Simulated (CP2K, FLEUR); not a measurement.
A FLEUR input for a self-consistent single point of BaSn3Pd (I4mm, 5 atoms in the cell) (DFT, PBEsol, all-electron FLAPW (FLEUR), scalar-relativistic valence):

Input of the input generator:

```
scf BaSn3Pd
&input film=f /
-2.4148110000 2.4148110000 5.5128330000
2.4148110000 -2.4148110000 5.5128330000
2.4148110000 2.4148110000 -5.5128330000
1.8897261246
1.0 1.0 1.0

5
56 0.9999900000 0.9999900000 -0.0000000000
50 0.2495400000 0.7495400000 0.5000000000
50 0.7495400000 0.2495400000 0.5000000000
50 0.4125600000 0.4125600000 -0.0000000000
46 0.6503800000 0.6503800000 -0.0000000000

&comp jspins=1 /
&exco xctyp='PBEs' /
&kpt div1=5 div2=5 div3=5 /
&end /
```

```xml
<?xml version="1.0" encoding="UTF-8" standalone="no"?>
<fleurInput fleurInputVersion="0.39">
   <comment>
      scf BaSn3Pd                                                                                         
   </comment>
   <calculationSetup>
      <cutoffs Kmax="4.4" Gmax="17.6" GmaxXC="17.6" numbands="0"/>
      <scfLoop itmax="60" minDistance="0.00001" maxIterBroyd="15" imix="Anderson" alpha="0.05" precondParam="0.0" spinf="2.0"/>
      <coreElectrons ctail="T" frcor="F" kcrel="0" coretail_lmax="0"/>
      <xcFunctional name="PBEs" relativisticCorrections="F"/>
      <magnetism jspins="1"/>
      <soc l_soc="F" theta="0.0" phi="0.0" spav="F"/>
      <expertModes spex="0" secvar="F"/>
      <geometryOptimization l_f="T" forcealpha="1.0" forcemix="BFGS" epsdisp="0.00001" epsforce="0.00001"/>
      <ldaU l_linMix="F" mixParam="0.05" spinf="1.0"/>
   </calculationSetup>
   <cell>
      <bzIntegration valenceElectrons="68.0" mode="hist" fermiSmearingEnergy="0.00367493">
         <kPointListSelection listName="default-1"/>
         <!-- k-points included here -->
         <xi:include xmlns:xi="http://www.w3.org/2001/XInclude" href="kpts.xml"> </xi:include>
      </bzIntegration>
      <!-- symmetry operations included here -->
      <xi:include xmlns:xi="http://www.w3.org/2001/XInclude" href="sym.xml"> </xi:include>
      <bulkLattice scale="1.0">
         <bravaisMatrix>
            <row-1>   -4.5633314326714496     4.5633314326714496    10.4177445406569902</row-1>
            <row-2>    4.5633314326714496    -4.5633314326714496    10.4177445406569902</row-2>
            <row-3>    4.5633314326714496     4.5633314326714496   -10.4177445406569902</row-3>
         </bravaisMatrix>
      </bulkLattice>
   </cell>
   <atomSpecies>
      <species name="Barium (Ba)" element="Ba" atomicNumber="56">
         <mtSphere radius="2.63" gridPoints="925" logIncrement="0.014"/>
         <atomicCutoffs lmax="10" lnonsphr="8"/>
         <electronConfig flipSpins="F">
            <coreConfig>(1s1/2) (2s1/2) (2p1/2) (2p3/2) (3s1/2) (3p1/2) (3p3/2) (4s1/2) (3d3/2) (3d5/2) (4p1/2) (4p3/2) (4d3/2) (4d5/2)</coreConfig>
            <valenceConfig>(5s1/2) (5p1/2) (5p3/2) (6s1/2)</valenceConfig>
         </electronConfig>
         <energyParameters s="6" p="6" d="5" f="4"/>
         <lo type="SCLO" l="0" n="5" eDeriv="0"/>
         <lo type="SCLO" l="1" n="5" eDeriv="0"/>
      </species>
      <species name="Tin (Sn)" element="Sn" atomicNumber="50">
         <mtSphere radius="2.27" gridPoints="801" logIncrement="0.016"/>
         <atomicCutoffs lmax="10" lnonsphr="8"/>
         <electronConfig flipSpins="F">
            <coreConfig>(1s1/2) (2s1/2) (2p1/2) (2p3/2) (3s1/2) (3p1/2) (3p3/2) (4s1/2) (3d3/2) (3d5/2) (4p1/2) (4p3/2)</coreConfig>
            <valenceConfig>(5s1/2) (4d3/2) (4d5/2) (5p1/2) (5p3/2)</valenceConfig>
            <stateOccupation state="(5p1/2)" spinUp="0.3333333333333" spinDown="0.3333333333333"/>
            <stateOccupation state="(5p3/2)" spinUp="0.6666666666667" spinDown="0.6666666666667"/>
         </electronConfig>
         <energyParameters s="5" p="5" d="5" f="4"/>
         <lo type="SCLO" l="2" n="4" eDeriv="0"/>
      </species>
      <species name="Palladium (Pd)" element="Pd" atomicNumber="46">
         <mtSphere radius="2.27" gridPoints="801" logIncrement="0.016"/>
         <atomicCutoffs lmax="10" lnonsphr="8"/>
         <electronConfig flipSpins="F">
            <coreConfig>(1s1/2) (2s1/2) (2p1/2) (2p3/2) (3s1/2) (3p1/2) (3p3/2) (4s1/2) (3d3/2) (3d5/2)</coreConfig>
            <valenceConfig>(4p1/2) (4p3/2) (5s1/2) (4d3/2) (4d5/2)</valenceConfig>
            <stateOccupation state="(5s1/2)" spinUp="0.5" spinDown="0.5"/>
            <stateOccupation state="(4d3/2)" spinUp="1.8" spinDown="1.8"/>
            <stateOccupation state="(4d5/2)" spinUp="2.7" spinDown="2.7"/>
         </electronConfig>
         <energyParameters s="5" p="5" d="4" f="4"/>
         <lo type="SCLO" l="1" n="4" eDeriv="0"/>
      </species>
   </atomSpecies>
   <atomGroups>
      <atomGroup species="Barium (Ba)">
         <relPos label="                   1">-.0000100000 -.0000100000 .0000000000</relPos>
         <force calculate="T" relaxXYZ="TTT"/>
      </atomGroup>
      <atomGroup species="Tin (Sn)">
         <relPos label="                   2">.2495400000 -.2504600000 1.000/2.000</relPos>
         <relPos label="                   3">-.2504600000 .2495400000 1.000/2.000</relPos>
         <force calculate="T" relaxXYZ="TTT"/>
      </atomGroup>
      <atomGroup species="Tin (Sn)">
         <relPos label="                   4">.4125600000 .4125600000 .0000000000</relPos>
         <force calculate="T" relaxXYZ="TTT"/>
      </atomGroup>
      <atomGroup species="Palladium (Pd)">
         <relPos label="                   5">-.3496200000 -.3496200000 .0000000000</relPos>
         <force calculate="T" relaxXYZ="TTT"/>
      </atomGroup>
   </atomGroups>
   <output dos="F" band="F" slice="F">
      <checks vchk="F" cdinf="F"/>
      <bandDOS minEnergy="-.5*Htr" maxEnergy="0.5*Htr" sigma="0.015" storeEVData="T"/>
      <vacuumDOS vacdos="F" integ="F" star="F" nstars="0" locx1="0.0" locy1="0.0" locx2="0.0" locy2="0.0" nstm="0" tworkf="0.0"/>
      <unfoldingBand unfoldBand="F" supercellX="1" supercellY="1" supercellZ="1"/>
      <plotting iplot="0" polar="F">
         <plot TwoD="T" vec1="  1.0  0.0  0.0" vec2="  0.0  1.0  0.0" vec3="  0.0  0.0  1.0" zero="  0.0  0.0  0.0" file="plot"/>
      </plotting>
      <chargeDensitySlicing numkpt="0" minEigenval="0.0" maxEigenval="0.0" nnne="0" pallst="F"/>
      <specialOutput eonly="F"/>
      <magneticCircularDichroism mcd="F" energyLo="-10.0" energyUp="0.0"/>
   </output>
  <!-- We include the file relax.xml here to enable relaxations (see documentation) -->
  <xi:include xmlns:xi="http://www.w3.org/2001/XInclude" href="relax.xml"> <xi:fallback/> </xi:include>
</fleurInput>
```

Translate this input to CP2K.

This is the input that was run; spellings and numerical settings could be chosen otherwise.

```
&GLOBAL
  PROJECT bulk
  RUN_TYPE ENERGY_FORCE
  PRINT_LEVEL MEDIUM
&END GLOBAL
&FORCE_EVAL
  METHOD Quickstep
  STRESS_TENSOR ANALYTICAL
  &DFT
    BASIS_SET_FILE_NAME BASIS_MOLOPT_UCL
    POTENTIAL_FILE_NAME GTH_POTENTIALS
    &QS
      METHOD GPW
      EPS_DEFAULT 1E-11
    &END QS
    &MGRID
      CUTOFF 500
      REL_CUTOFF 50
      NGRIDS 5
    &END MGRID
    &SCF
      SCF_GUESS ATOMIC
      EPS_SCF 1E-7
      MAX_SCF 100
      ADDED_MOS 8
      &DIAGONALIZATION
        ALGORITHM STANDARD
      &END DIAGONALIZATION
      &MIXING
        METHOD BROYDEN_MIXING
        ALPHA 0.3
        NBUFFER 8
        BETA 1
      &END MIXING
      &SMEAR ON
        METHOD FERMI_DIRAC
        ELECTRONIC_TEMPERATURE [K] 1160.45
      &END SMEAR
    &END SCF
    &KPOINTS
      SCHEME MONKHORST-PACK 5 5 5
    &END KPOINTS
    &XC
      &XC_FUNCTIONAL
        &PBE
          PARAMETRIZATION PBESOL
        &END PBE
      &END XC_FUNCTIONAL
    &END XC
    &PRINT
      &MO
        EIGENVALUES T
        OCCUPATION_NUMBERS T
        NDIGITS 8
        FILENAME mo
        &EACH
          QS_SCF 0
        &END EACH
        ADD_LAST NUMERIC
      &END MO
      &MULLIKEN ON
      &END MULLIKEN
    &END PRINT
  &END DFT
  &SUBSYS
    &CELL
      A 6.48490200 0.00000000 0.00000000
      B 2.88804700 5.80630100 0.00000000
      C -4.68647500 -2.90315100 3.41505800
      PERIODIC XYZ
    &END CELL
    &COORD
      Ba       9.37285527     5.80624294     0.00000000
      Sn       1.43971169     2.90047935     1.70752900
      Sn       3.23813919    -0.00267115     1.70752900
      Sn       3.86690384     2.39544754     0.00000000
      Pd       6.09597857     3.77630204     0.00000000
    &END COORD
    &KIND Ba
      BASIS_SET TZVP-MOLOPT-SR-GTH
      POTENTIAL GTH-PBE-q10
    &END KIND
    &KIND Sn
      BASIS_SET TZVP-MOLOPT-SR-GTH
      POTENTIAL GTH-PBE-q4
    &END KIND
    &KIND Pd
      BASIS_SET TZVP-MOLOPT-SR-GTH
      POTENTIAL GTH-PBE-q18
    &END KIND
  &END SUBSYS
  &PRINT
    &FORCES ON
    &END FORCES
    &STRESS_TENSOR ON
    &END STRESS_TENSOR
  &END PRINT
&END FORCE_EVAL
```

Basis, cutoffs, solver keys and any potentials are the target program's own. This input uses DFT PBEsol, GPW, TZVP-MOLOPT-SR-GTH basis, GTH-PBE potentials (GTH_POTENTIALS).

The starting cell comes from a database of computed structures (which also holds hypothetical and non-ambient phases and stackings), without a prior relaxation at this level. Its lattice was rescaled by a random factor within 2.5 % of one.
